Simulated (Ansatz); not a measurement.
System: Al₂Cu (model structure, I4/mcm, No. 140, 6 atoms in the cell). Method: PBEsol (Ansatz, a program for electronic structure, PAW).

Settings: plane-wave cutoff 520 eV, 14×14×14 k mesh, Fermi–Dirac smearing 0.05 eV, no spin polarisation, scalar-relativistic PAW data made under PBE.

Cell (relaxed at this level):

```
CELL_PARAMETERS angstrom
      0.00000     4.24137     4.24152
      2.41007     0.00000     4.24152
      2.41007     4.24137     0.00000
ATOMIC_POSITIONS crystal
  Cu 0.75000 0.75000 0.75000
  Cu 0.25000 0.25000 0.25000
  Al 0.15911 0.15911 0.84089
  Al 0.84089 0.84089 0.15911
  Al 0.34088 0.65912 0.34088
  Al 0.65912 0.34088 0.65912
```

Problem. Give the computed bulk modulus B0.

Solution. 
* **bulk modulus B0**: 109 GPa

Note: the run has no spin polarisation, so it can have missed a magnetic state; the bulk modulus is −V dP/dV from two relaxed cells at ±2 % in volume.

Computed values are for the static lattice.

Computing time: very roughly 4 core-minutes.

A model structure was made by putting elements into a prototype or built by hand; here it ended with the formula and space group of a phase in our tables.
